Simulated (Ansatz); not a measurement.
```
CELL_PARAMETERS angstrom
      0.00000     3.10038     3.10038
      3.10038     0.00000     3.10038
      3.10038     3.10038     0.00000
ATOMIC_POSITIONS crystal
  Ga 0.00000 0.00000 0.00000
  Sb 0.75000 0.75000 0.75000
```

Level of theory: PBEsol, rigid bands (plane waves, PAW, scalar-relativistic; Ansatz, a first-principles code). Condition of this run: hydrostatic pressure -2 GPa (the target of the relaxation). Cell: cell and atoms relaxed with PBEsol, then loaded as said.

Q: Is this a good metal at this level?

A: No. No gap shows, but r2SCAN opens one on the same cell, so the missing gap may be the functional's error (that test had no spin-orbit coupling). N(E_F) = 0.0023 states/eV a cell at 300 K and the Drude plasma energy along the best axis is 0.168 eV, several times under that of a simple or noble metal.

Spin-orbit coupling is left out; it can open or close a small gap.
